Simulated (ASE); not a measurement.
Total g(r) from a molecular-dynamics run. Computed with the machine-learned potential CHGNet 0.3.0 (ASE).

(r (Å), g(r)): (1.02, 0.00); (1.14, 0.00); (1.26, 0.00); (1.38, 0.00); (1.50, 0.00); (1.62, 0.04); (1.74, 2.76); (1.86, 1.25); (1.98, 0.04); (2.10, 0.00); (2.22, 0.06); (2.34, 1.03); (2.46, 3.62); (2.58, 2.87); (2.70, 0.58); (2.82, 0.08); (2.94, 0.56); (3.06, 2.18); (3.18, 1.15); (3.30, 0.16); (3.42, 0.44); (3.54, 1.05); (3.66, 0.53); (3.78, 0.51); (3.90, 1.89); (4.02, 1.92); (4.14, 0.56); (4.26, 0.05); (4.38, 0.03); (4.50, 0.37)

Problem. Which system gave this curve?
A) MgB2 (AlB2 type), crystal, 302 K
B) YN (rock salt), crystal, 294 K
C) FeSi (B20 type), crystal, 1218 K
D) Pt (fcc), crystal, 292 K

Solution. A, MgB2 (AlB2 type), crystal, 302 K
